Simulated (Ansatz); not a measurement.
B20 (FeSi-type) CoSi was calculated with r²SCAN+rVV10 (Ansatz, an electronic-structure program, plane waves, PAW).

Settings: plane-wave cutoff 560 eV, 12×12×12 k mesh, Fermi–Dirac smearing 0.05 eV, no spin polarisation, scalar-relativistic PAW data made under PBE.

Results at a series of volumes:

```
V (Å³/atom)  E − E_lowest (meV/atom)  P (GPa)
-----------  -----------------------  -------
10.049                         14.13    11.24
10.259                          3.40     5.30
10.468                          0.00     0.00
10.678                          3.15    -4.73
10.887                         12.13    -8.93
```

Task: Estimate the bulk modulus and its pressure derivative from these points.

Result: V0 = 10.468 Å³/atom, B0 = 250 GPa, B′ = 4.8 (fit to the energies at full precision).

Shape and atoms are relaxed at each volume.

Measured, for comparison: bulk modulus 207 GPa (temperature not stated, no zero-point or thermal correction; as tabulated in Electronic Structure of B20 (FeSi-Type) Transition-Metal Monosilicides …); equilibrium volume per atom 10.97 Å³/atom (temperature not stated, no zero-point or thermal correction; as tabulated in Wikipedia's data pages). Computed (rounded) less measured: bulk modulus +21 %, equilibrium volume per atom -4.6 %.

Note: the bulk modulus comes from volumes at which shape and atoms were relaxed.

The computed numbers hold no vibrational or temperature effects.
